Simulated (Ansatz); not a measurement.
The starting structures come from a database of crystals and need not be the phases stable at ambient conditions.

Tunnelling through a barrier is set by its complex band structure: the current falls as exp(−2κd) with the smallest κ.

Data:

```
CELL_PARAMETERS angstrom
      7.05604     0.00000     0.00000
      0.00000     9.97875     0.00000
      3.52802     4.98938     3.52802
ATOMIC_POSITIONS crystal
  K  0.50000 0.75000 0.00000
  K  0.50000 0.25000 0.00000
  Sn 0.00000 0.00000 0.00000
  Cl 0.00000 0.24615 0.00000
  Cl 0.00000 0.75385 0.00000
  Cl 0.00000 0.24615 0.50770
  Cl 0.00000 0.75385 0.49230
  Cl 0.49230 0.24615 0.50770
  Cl 0.50770 0.75385 0.49230
```

Space group of this cell: Fm-3m. The cell was relaxed by PBE-D3(BJ); by PBEsol its mean pressure is -0.5 GPa.

Transport runs along the normal of the first two printed cell vectors, the (110) plane of the conventional cell.

The gap is the functional's own, uncorrected, and κ follows it; spin-orbit coupling is left out. Mid-gap values are interpolated between the computed energies.

Q: Predict the band gap and the smallest decay constant κ at mid-gap from PBEsol (Ansatz, a quantum-chemistry and plane-wave program).

A: Gap 2.21 eV on a 8×8×8 mesh; κ = 0.262 1/Å, at the zone centre.
